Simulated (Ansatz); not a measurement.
**CsCl-type BaS (model structure)**

The numbers are results of PBE (plane waves, PAW; Ansatz, a program for electronic structure), not measurements.

Run with plane-wave cutoff 500 eV, 10×10×10 k mesh, Fermi–Dirac smearing 0.05 eV, scalar-relativistic PAW data made under PBE.

Cell (relaxed at this level):

```yaml
crystal:
  lattice:
    - [3.84134, 0.00000, 0.00000]
    - [0.00000, 3.84134, 0.00000]
    - [0.00000, 0.00000, 3.84134]
  atoms:
    - { symbol: Ba, position: [0.00000, 0.00000, 0.00000] }
    - { symbol: S, position: [0.50000, 0.50000, 0.50000] }
```

```json
{
 "band_gap": "1.57 eV (on the SCF k mesh)"
}
```

Note: the relaxation could raise the start's symmetry but not lower it, so the cell can be a saddle point.

Spin–orbit coupling is not included.

Static lattice: no zero-point or thermal effects.

Cost on a shared machine: around 13 core-seconds (rough).

A model structure was made by putting elements into a prototype or built by hand; it is no filed structure, need not be a known phase, and can be a saddle point held by its symmetry.
